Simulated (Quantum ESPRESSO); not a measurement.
A self-consistent single point of In₂Ni₆C (P4/mmm, 9 atoms in the cell) with Quantum ESPRESSO.

Method: LDA (PZ), GBRV 1.5 ultrasoft (LDA) pseudopotentials (plane waves; Quantum ESPRESSO 7.5).

```
CELL_PARAMETERS angstrom
      3.83679     0.00000     0.00000
      0.00000     3.83679     0.00000
      0.00000     0.00000     7.50577
ATOMIC_POSITIONS crystal
  In 0.00000 0.00000 0.73882
  In 0.00000 0.00000 0.26118
  Ni 0.50000 0.50000 0.74672
  Ni 0.50000 0.50000 0.25328
  Ni 0.50000 0.00000 0.00000
  Ni 0.00000 0.50000 0.00000
  Ni 0.50000 0.00000 0.50000
  Ni 0.00000 0.50000 0.50000
  C  0.50000 0.50000 0.00000
```

Reference input (self-consistent single point, DFT, LDA (PZ), plane waves, GBRV 1.5 ultrasoft (LDA) pseudopotentials): ecutwfc = 50 Ry; ecutrho = 400 Ry; occupations = smearing; smearing = cold; degauss = 0.0099958 Ry; potentials = {In: in_lda_v1.4.uspp.F.UPF, Ni: ni_lda_v1.4.uspp.F.UPF, C: c_lda_v1.2.uspp.F.UPF}; K_POINTS = automatic 5 5 3 0 0 0; conv_thr = 1e-09 Ry; mixing_beta = 0.4. This run's input differs from it in these lines:

```diff
@@ -17,4 +17,4 @@
  occupations = 'smearing'
- smearing = 'cold'
- degauss = 0.0099958
+ smearing = 'mp'
+ degauss = 0.0036749
 /
```

Output (repeated stretches shortened):

```
     Self-consistent Calculation

     iteration #  1     ecut=    50.00 Ry     beta= 0.40

     total energy              =   -2232.00643969 Ry
     estimated scf accuracy    <     282.38210730 Ry

     iteration #  2     ecut=    50.00 Ry     beta= 0.40

     total energy              =   -2304.91385062 Ry
     estimated scf accuracy    <     212.72545691 Ry

     iteration #  3     ecut=    50.00 Ry     beta= 0.40

     total energy              =   -2333.88991205 Ry
     estimated scf accuracy    <      24.74689079 Ry

   [... 13 blocks of this kind left out ...]

     iteration # 17     ecut=    50.00 Ry     beta= 0.40

     total energy              =   -2337.01254389 Ry
     estimated scf accuracy    <          7.3E-09 Ry

     iteration # 18     ecut=    50.00 Ry     beta= 0.40
     End of self-consistent calculation

   [... 8 lines left out ...]

   [... 8 lines left out ...]

     the Fermi energy is    15.9939 ev

!    total energy              =   -2337.01254390 Ry
     estimated scf accuracy    <          2.5E-10 Ry
     smearing contrib. (-TS)   =       0.00001744 Ry
     internal energy E=F+TS    =   -2337.01256134 Ry

     convergence has been achieved in  18 iterations

     Forces acting on atoms (cartesian axes, Ry/au):

     atom    1 type  1   force =     0.00000000    0.00000000   -0.00365577
     atom    2 type  1   force =     0.00000000    0.00000000    0.00365577
     atom    3 type  2   force =     0.00000000    0.00000000    0.01215662
     atom    4 type  2   force =     0.00000000    0.00000000   -0.01215662
     atom    5 type  2   force =     0.00000000    0.00000000    0.00000000
   [... lines left out ...]

     Total force =     0.017953     Total SCF correction =     0.000038

          total   stress  (Ry/bohr**3)                   (kbar)     P=     -131.59
  -0.00086826   0.00000000   0.00000000         -127.73        0.00        0.00
   0.00000000  -0.00086826   0.00000000            0.00     -127.73        0.00
   0.00000000   0.00000000  -0.00094712            0.00        0.00     -139.33

   JOB DONE.
```

The run converged in 18 iterations. Against the reference run the free energy is nearly the same (within 1 meV/atom), the pressure moves little (-13.13 to -13.16 GPa) and the largest force goes from 0.297 to 0.313 eV/Å.

The starting cell comes from a database of computed structures (which also holds hypothetical and non-ambient phases and stackings), without a prior relaxation at this level. Spin polarisation is off. With a pressure of about -13 GPa the cell is away from its equilibrium volume at this level.

Cost on one core of a shared machine: roughly 4 min.
